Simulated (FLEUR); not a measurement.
Band structure of Pb (Im-3m, 1 atom in the cell).

```xyz
1
Lattice="-1.9797 1.9797 1.9797 1.9797 -1.9797 1.9797 1.9797 1.9797 -1.9797" Properties=species:S:1:pos:R:3 pbc="T T T"
Pb     0.0000     0.0000     0.0000
```

Method of the run: PBEsol, all-electron FLAPW (FLEUR), scalar-relativistic valence in FLEUR.

Settings: Kmax = 4.5 1/bohr; GmaxXC = 22.5 1/bohr; xcFunctional = PBEs; jspins = 1; l_soc = F; mode = hist; fermiSmearingEnergy = 0.00367493 Htr; mesh (inpgen div1-3) = 15 15 15; inpgen gamma flag = false; Gmax = 22.5 1/bohr; numbands = 0; maxIterBroyd = 15; imix = Anderson; alpha = 0.05.

The starting cell comes from a database of computed structures (which also holds hypothetical and non-ambient phases and stackings), without a prior relaxation at this level. Spin-orbit coupling is off. Values depend on the basis (sphere radii, cutoffs, local orbitals), which need not be converged.

Levels in eV from the Fermi level, bands 7 to 14:
```
point       7       8       9     10     11     12     13     14
-----  ------  ------  ------  -----  -----  -----  -----  -----
Γ      -16.78  -16.78  -11.58   7.48   7.48   7.48  11.07  11.07
H      -16.68  -16.68   -5.22  -0.33  -0.33  -0.33   4.57   4.57
N      -16.79  -16.64   -7.85  -3.93   3.42   5.11   7.46   8.88
P      -16.79  -16.79   -7.16  -0.99  -0.99  -0.99  16.56  16.56
```
